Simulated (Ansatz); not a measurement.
Structures of equal composition on the (100) surface of fcc Cu: one row in 2 of the top plane missing; c(2x2), one Cu site of the top plane empty. The slabs share one bottom face, and each structure is named by its start. These are constructed structures in small cells; real faces may alloy, dewet or reconstruct in larger ones, and not all known structures of the face are among them. Slabs of about 9 Å with all that they carry, Fermi-Dirac smearing of 0.1 eV. Bottom of the slabs: a bare face, its two planes held. Relaxed from the named starts with such symmetry as they have, on meshes of like density; energies extrapolated to zero smearing; no spin-orbit coupling, no U. Spin-polarised runs, if any, are marked in brackets, and their order is one that fits the cell; the others ran without spin. The cells differ, so small differences also carry the error of unlike k-meshes.

Computed with PBE (plane waves to 420 eV, PAW; Ansatz, a program for electronic structure).

Problem. Order them by energy per 1x1 cell (lowest first) at the level PBE.

Solution. one row in 2 of the top plane missing (0.00 eV), c(2x2), one Cu site of the top plane empty (0.13 eV)
